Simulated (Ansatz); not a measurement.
Given:

```yaml
crystal:
  lattice:
    - [3.99128, 0.00000, 0.00000]
    - [0.00000, 3.99128, 0.00000]
    - [0.00000, 0.00000, 3.99128]
  atoms:
    - { symbol: K, position: [0.50000, 0.50000, 0.50000] }
    - { symbol: Mg, position: [0.00000, 0.00000, 0.00000] }
    - { symbol: F, position: [0.00000, 0.50000, 0.00000] }
    - { symbol: F, position: [0.50000, 0.00000, 0.00000] }
    - { symbol: F, position: [0.00000, 0.00000, 0.50000] }
```

Method: PBEsol, rigid bands (plane waves, PAW, scalar-relativistic; Ansatz, a quantum-chemistry and plane-wave program). Cell: cell and atoms relaxed with PBEsol.

What conductivity effective mass do dilute holes have at 300 K?

3.8 mₑ.

Predict the electron conductivity mass (n e² τ/σ) at 300 K, by direction if it differs.

0.52 mₑ.

And the band gap?

7.12 eV at this level; semilocal functionals usually fall short of the measured gap.

Rigid bands, one relaxation time for all states, no polarons. Spin-orbit coupling is left out; where it splits the top of the valence band it changes the hole mass and lowers the gap by about a third of the splitting.

Formula and space group known from diffraction (Crystallography Open Database), not checked to be the room-temperature form: KMgF3 (Pm-3m).
